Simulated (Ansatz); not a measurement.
Seebeck coefficient (μV/K, mean over directions) of n-type SnC (F-43m) against carrier density, PBE with spin-orbit coupling, rigid bands (Ansatz, a program for electronic structure). Computed gap 0.79 eV; densities at which minority carriers matter at this gap, or further valleys turn the trend, are left out. Conductivity mass 0.094 mₑ (harmonic mean over directions), N_c = 6.8e17 cm⁻³ at 300 K.

| electron density | 300 K | 500 K |
|---|---|---|
| 1e17 cm⁻³ | -375 | (withheld) |
| 1e18 cm⁻³ | (withheld) | -255 |
| 3e18 cm⁻³ | (withheld) | -173 |
| 1e19 cm⁻³ | -62 | -102 |
| 3e19 cm⁻³ | -36 | -63 |

### Question
Complete the blanks.

### Answer

- 1e17 cm⁻³, 500 K: -448
- 1e18 cm⁻³, 300 K: -189
- 3e18 cm⁻³, 300 K: -117

Rigid bands with a gap fixed in temperature, one relaxation time for all states, no polarons or phonon drag, and whether or not such doping can be reached. Geometry: cell and atoms relaxed with PBEsol.

Computed structure with no diffraction record at hand here (it may be known, metastable or hypothetical): SnC (F-43m).
